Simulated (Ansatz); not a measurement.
C, response to strain

Start from C in the graphite type structure (space group P6_3/mmc, No. 194; a = 2.458 Å, c = 6.563 Å; layered, stacked along the Cartesian z axis). Axes: x lies along a and z along c of the hexagonal cell.

Strains are applied to the cell and any free atomic positions relax; under stress the whole cell relaxes.

Method: PBEsol-D3(BJ), PAW, 420 eV (Ansatz, a first-principles code; no SOC).

Notes on the quantities. energy relative to the base: free energy F.

| case | volume per atom | energy relative to the base | space group |
|---|---|---|---|
| base | 8.59 Å³ | 0 meV/atom | P6_3/mmc (No. 194) |
| isotropic strain +2.63 % | 9.28 Å³ | +47 meV/atom | P6_3/mmc (No. 194) |
| uniaxial strain ε_yy = +2.13 % | 8.77 Å³ | +13 meV/atom | Cmcm (No. 63) |
| uniaxial stress, 2 GPa tension along z | 9.69 Å³ | +9.2 meV/atom | P6_3/mmc (No. 194) |

The mesh was chosen for an insulator and is coarse for the gapless case. Stability under load was not tested beyond the relaxation.
